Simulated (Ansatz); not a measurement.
Results of PBEsol (Ansatz, a quantum-chemistry and plane-wave program, PAW) for LaGaHO2 (model structure, started from the SrVO2H type, P4/mmm, No. 123, 5 atoms in the cell).

Run with plane-wave cutoff 520 eV, 14×14×16 k mesh (along the axes of the cell as run), Fermi–Dirac smearing 0.05 eV, scalar-relativistic PAW data made under PBE.

Cell (relaxed at this level):

```
CELL_PARAMETERS angstrom
      4.07728     0.00000     0.00000
      0.00000     4.07728     0.00000
      0.00000     0.00000     3.51364
ATOMIC_POSITIONS crystal
  La 0.50000 0.50000 0.50000
  Ga 0.00000 0.00000 0.00000
  O  0.50000 0.00000 0.00000
  O  0.00000 0.50000 0.00000
  H  0.00000 0.00000 0.50000
```

Question: Predict the bulk modulus B0.

Answer: 
bulk modulus B0: 128 GPa

The run finds no gap.

Note: the bulk modulus is −V dP/dV from two relaxed cells at ±2 % in volume; the relaxation could raise the start's symmetry but not lower it, so the cell can be a saddle point.

Spin–orbit coupling is not included; it can open a gap where bands touch, and shift volumes and moduli.

Static lattice: no zero-point or thermal effects.

A model structure was made by putting elements into a prototype or built by hand; it is no filed structure, need not be a known phase, and can be a saddle point held by its symmetry.
